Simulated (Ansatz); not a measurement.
**Ti: response to strain**

Base system: Ti in the hcp (Mg type) structure (space group P6_3/mmc, No. 194; a = 2.936 Å, c = 4.640 Å; relaxed with 0.1 eV smearing). Axes: x lies along a and z along c of the hexagonal cell.

Strains are applied to the cell and any free atomic positions relax; under biaxial strain the out-of-plane vector relaxes too.

Calculations: r2SCAN in Ansatz (plane waves to 500 eV, PAW, no spin-orbit coupling).

Candidates:
(a) biaxial strain +0.50 %, plane normal [001], relaxed out of plane
(b) biaxial strain +2.00 %, plane normal [001], relaxed out of plane
(c) biaxial strain +1.00 %, plane normal [001], relaxed out of plane

### Question
Order them by out-of-plane strain, lowest first.

### Answer
(b) biaxial strain +2.00 %, plane normal [001], relaxed out of plane (-1.52 %), (c) biaxial strain +1.00 %, plane normal [001], relaxed out of plane (-0.76 %), (a) biaxial strain +0.50 %, plane normal [001], relaxed out of plane (-0.38 %)

Stability against distortions was not tested. All final runs are without spin polarisation.

Ansatz is a quantum-chemistry and plane-wave program.
